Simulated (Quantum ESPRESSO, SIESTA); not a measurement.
Equation of state of rock-salt PbS (space group 225): energy against volume (SIESTA, LDA)

```yaml
crystal:
  lattice:
    - [0.00000, 2.85449, 2.85449]
    - [2.85449, 0.00000, 2.85449]
    - [2.85449, 2.85449, 0.00000]
  atoms:
    - { symbol: Pb, position: [0.00000, 0.00000, 0.00000] }
    - { symbol: S, position: [0.50000, 0.50000, 0.50000] }
```

Computed with LDA PW92, numerical atomic orbitals DZP, PseudoDojo LDA standard norm-conserving potentials (rewritten from UPF to PSML) in SIESTA 5.4.2. Settings: XC.functional = LDA; XC.authors = PW92; potentials = PseudoDojo LDA standard; PAO.BasisSize = DZP; PAO.EnergyShift = 0.005 Ry; MeshCutoff = 455 Ry; kgrid.MonkhorstPack = 10 10 10; OccupationFunction = FD; ElectronicTemperature = 116.05 K; MaxSCFIterations = 150; SCF.Mixer.Method = Pulay; SCF.Mixer.Weight = 0.2; SCF.Mixer.History = 8; SCF.DM.Tolerance = 1.0E-05. The cell above is the first row's. The rows scale it uniformly. In all rows fractional positions and the k mesh are held. E is the free energy at the stated smearing, counted from the lowest row.

```csv
V (Å^3/atom),E (meV/atom)
23.259,?
23.764,22.66
24.270,10.36
24.776,2.92
25.281,0.00
25.787,1.17
26.292,6.08
26.798,14.36
27.304,25.71
```

Fit E of the 8 rows that show it with the third-order Birch-Murnaghan form, a cubic in V^(-2/3). With u = V^(-2/3) - 0.115, the rows have u = 0.005982, 0.004294, 0.002665, 0.001092, -0.000431, -0.001903, -0.003331, -0.004715. Least squares gives E = 0.453 - 1327.9·u + 849643·u² - 1123712·u³. Residuals (row less fit): -0.013, 0.032, -0.007, -0.015, -0.013, 0.015, 0.015, -0.010; standard error 0.023 (degrees of freedom: 4). Its minimum lies at u = 0.000783, so V0 = (0.115783)^(-3/2) = 25.38. There d²E/du² = 1694000 and d³E/du³ = -6742000, so B0 = (4/9) × 25.38^(-7/3) × 1694000 × 0.160218 = 63.7 GPa (the last factor turns the table's units into GPa), and B0' = 4 + (2/3) × 0.115783 × (-6742000)/1694000 = 3.7. The program's pressures in the fitted runs (not shown) pass through zero at V = 25.39, 0.02 % from this V0.

Task: Estimate the missing E (V = 23.259); what did the run itself give?

Result: u = 0.007727, so E = 0.453 - 1327.9 × 0.007727 + 849643 × 0.007727² - 1123712 × 0.007727³ = 40.403 meV/atom. The calculation gives 40.24 meV/atom, 0.163 meV/atom below the prediction (0.4 % of the range of E in the table). The row lies outside the fitted rows, so this is an extrapolation. From the scatter of the fitted rows alone, a prediction at this place has a standard error of 0.069 meV/atom, so the miss is 2.4 times that.

Carrying the step between the two nearest rows on in a straight line would have given 34.94, off by 5.30; series whose last step already gives the withheld value aren't shown. The scan was laid around a cell of about the measured size, scaled by a guess for this functional. The runs keep the symmetry of the cell, so they don't test it for distortions. A plane-wave scan with the same functional (Quantum ESPRESSO, GBRV) gives V0 = 24.92 Å^3/atom and B0 = 64.0 GPa; a Birch-Murnaghan fit to all rows here lies 1.9 % from it in V0 and -1 % in B0; the two differ in basis, and may differ in potentials and mesh. Values carry the incompleteness of an atom-centred basis. Spin-orbit coupling is off. Cutoffs and mesh are single choices, not tested for convergence of this quantity. Series with a scatter that would blur these digits, or in which a gap closes, are not shown. Nor are scans whose minimum lies at an end fitted in this form.
